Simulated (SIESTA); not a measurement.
# How a calculation on Li5AuO4 (P-1, 10 atoms in the cell) responds to its settings

```xyz
10
Lattice="3.6079 0.0000 0.0000 1.7241 5.0989 0.0000 1.6031 0.4809 5.3005" Properties=species:S:1:pos:R:3 pbc="T T T"
Li     0.0000     0.0000     0.0000
Li     5.2345     5.1007     2.1013
Li     1.7006     0.4791     3.1992
Li     5.1525     3.8405     5.1277
Li     1.7826     1.7392     0.1728
Au     3.4675     2.7899     2.6502
O      3.5830     1.6777     0.9409
O      3.3521     3.9020     4.3595
O      3.4960     1.0642     3.7790
O      3.4391     4.5156     1.5214
```

Base run A: SIESTA 5.4.2 with LDA PW92, numerical atomic orbitals DZP, PseudoDojo LDA standard norm-conserving potentials (rewritten from UPF to PSML), self-consistent single point.

Its settings: XC.functional = LDA; XC.authors = PW92; potentials = PseudoDojo LDA standard; PAO.BasisSize = DZP; PAO.EnergyShift = 0.01 Ry; MeshCutoff = 300 Ry; kgrid.MonkhorstPack = 8 5 5; OccupationFunction = FD; ElectronicTemperature = 10 K; PAO.Polarization.NonPerturbative = true; MaxSCFIterations = 150; SCF.Mixer.Method = Broyden; SCF.Mixer.Weight = 0.25; SCF.Mixer.History = 6; SCF.DM.Tolerance = 1.0E-04.

The starting cell comes from a database of computed structures (which also holds hypothetical and non-ambient phases and stackings), without a prior relaxation at this level. Spin-orbit coupling is off. Values carry the incompleteness of an atom-centred basis. In the base run, with a pressure of about -7 GPa the cell is away from its equilibrium volume at this level.

ΔF is the free energy per atom less that of run A. 

Run A gave: pressure (GPa) -7.45; largest force (eV/Å) 0.154; gap on the mesh (eV) 1.896; k-points 103.

Runs:
- B: kgrid.MonkhorstPack = 5 3 3
- C: kgrid.MonkhorstPack = 5 3 3 shifted by 0.5 0.5 0.5
- D: kgrid.MonkhorstPack = 6 4 4
- E: kgrid.MonkhorstPack = 6 4 4 shifted by 0.5 0.5 0.5
- F: kgrid.MonkhorstPack = 7 5 4
- G: kgrid.MonkhorstPack = 7 5 4 shifted by 0.5 0.5 0.5
- H: kgrid.MonkhorstPack = 8 5 5 shifted by 0.5 0.5 0.5
- I: kgrid.MonkhorstPack = 8 5 5 shifted by 0.0 0.0 0.5

### Question
What does run B change against A?

### Answer
The free energy is nearly the same (within 1 meV/atom), the pressure stays at -7.45 GPa, the largest force stays at 0.154 eV/Å and the gap on the mesh goes from 1.896 to 1.924 eV.

| run | ΔF (meV/atom) | pressure (GPa) | largest force (eV/Å) | gap on the mesh (eV) | k-points |
|---|---|---|---|---|---|
| A | 0.00 | -7.45 | 0.154 | 1.896 | 103 |
| B | 0.06 | -7.45 | 0.154 | 1.924 | 23 |
| C | 0.00 | -7.44 | 0.153 | 1.964 | 27 |
| D | -0.02 | -7.45 | 0.154 | 1.885 | 60 |
| E | 0.01 | -7.45 | 0.154 | 1.898 | 48 |
| F | 0.00 | -7.45 | 0.154 | 1.908 | 73 |
| G | 0.00 | -7.45 | 0.154 | 1.930 | 70 |
| H | 0.00 | -7.45 | 0.154 | 1.893 | 100 |
| I | 0.00 | -7.45 | 0.154 | 1.900 | 120 |
